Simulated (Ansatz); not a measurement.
Band structure of HfO2 (P4_2/nmc, 6 atoms in the cell).

```xyz
6
Lattice="3.6107 0.0000 0.0000 0.0000 3.6107 0.0000 0.0000 0.0000 5.2484" Properties=species:S:1:pos:R:3 pbc="T T T"
Hf     1.8053     1.8053     2.6242
Hf     0.0000     0.0000     0.0000
O      0.0000     1.8053     3.6592
O      0.0000     1.8053     1.0350
O      1.8053     0.0000     4.2134
O      1.8053     0.0000     1.5892
```

Computed with PBE, PAW files (plane waves; Ansatz, a program for electronic structure).

Settings: basis.ecutwfc = 420 eV; kpoints.mp_grid.grid = 5 5 3; hamiltonian.xc = pbe; hamiltonian.pseudopotentials = {kind: paw} (an earlier, softer set of the program's PAW files); scf.occupations.method = fermi_dirac; scf.occupations.width = 0.05 eV; kpoints.band_path.npoints = 8.

The starting cell comes from a database of computed structures (which also holds hypothetical and non-ambient phases and stackings), without a prior relaxation at this level. Its lattice was rescaled by a random factor within 2.5 % of one. Spin-orbit coupling is off.

Predict the gap along the standard path and the places of the band edges.

The gap along the path is 4.60 eV, from Z to Γ; the smallest direct gap on it is 4.66 eV.

Levels in eV from the top of the valence band on the path, bands 35 to 42:
```json
[
 {"point": "Γ", "35": "-0.65", "36": "-0.14", "37": "-0.07", "38": "-0.07", "39": "4.60", "40": "4.63", "41": "5.74", "42": "5.98"},
 {"point": "X", "35": "-1.38", "36": "-1.38", "37": "-0.16", "38": "-0.16", "39": "5.00", "40": "5.00", "41": "5.94", "42": "5.94"},
 {"point": "M", "35": "-0.77", "36": "-0.77", "37": "-0.51", "38": "-0.51", "39": "5.59", "40": "5.59", "41": "5.93", "42": "5.93"},
 {"point": "Z", "35": "-0.69", "36": "-0.69", "37": "0.00", "38": "0.00", "39": "5.24", "40": "5.24", "41": "5.50", "42": "5.50"},
 {"point": "R", "35": "-1.36", "36": "-1.36", "37": "-0.93", "38": "-0.93", "39": "5.13", "40": "5.13", "41": "5.47", "42": "5.47"},
 {"point": "A", "35": "-1.39", "36": "-1.39", "37": "-0.04", "38": "-0.04", "39": "5.78", "40": "5.78", "41": "6.10", "42": "6.10"}
]
```

Keys are those of Ansatz 0.2.
